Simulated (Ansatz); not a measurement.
**A computed series for BeTe: response to strain**

Take BeTe in the zinc blende structure (space group F-43m, No. 216; a = 5.554 Å) as the base.

Strains are applied to the cell and any free atomic positions relax.

Level of theory: Kohn–Sham DFT with the LDA functional, run in Ansatz (a quantum-chemistry and plane-wave program) with PAW and 420 eV plane waves, scalar-relativistic without spin-orbit coupling.

Candidates:
(a) isotropic strain −2.50 %
(b) isotropic strain +2.50 %
(c) isotropic strain +1.00 %
(d) isotropic strain −1.00 %
(e) isotropic strain −0.50 %

For the base:

```
Quantity   Result
--------  -------
Band gap  1.79 eV
```

Question: Order them by band gap, highest first.

Answer: (b) isotropic strain +2.50 % (1.96 eV), (c) isotropic strain +1.00 % (1.86 eV), (e) isotropic strain −0.50 % (1.75 eV), (d) isotropic strain −1.00 % (1.71 eV), (a) isotropic strain −2.50 % (1.59 eV)

With Te present, leaving out spin-orbit coupling can change the band edges. Whether these cells are dynamically stable was not tested.
